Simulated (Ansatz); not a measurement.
Base system: MoP (space group P-6m2, No. 187; a = 3.2076 Å, c = 3.1727 Å; relaxed with 0.1 eV smearing). Axes: x lies along a and z along c of the hexagonal cell.

Method: plane-wave PAW DFT at the PBEsol level (Ansatz, a first-principles code, 420 eV), without spin-orbit coupling.

For the base:

| Quantity | Value |
|---|---|
| Shortest interatomic distance | 2.438 Å |
| Pressure | 0.0 GPa |

It is then changed as follows: tensile biaxial strain of 1.38 % in the plane normal to [001], as in epitaxy on a mismatched substrate; the out-of-plane cell vector and the atoms relax.

Question: Predict the new shortest interatomic distance.

Answer: The shortest interatomic distance increases by 0.011 Å, from 2.438 Å to 2.449 Å.

Question: Estimate the effect on the pressure.

Answer: The pressure (mean of the normal stresses, compression positive) goes from zero to -3.4 GPa.

No phonon test of stability was made. All final runs are without spin polarisation. An odd electron count without spin: MoP.
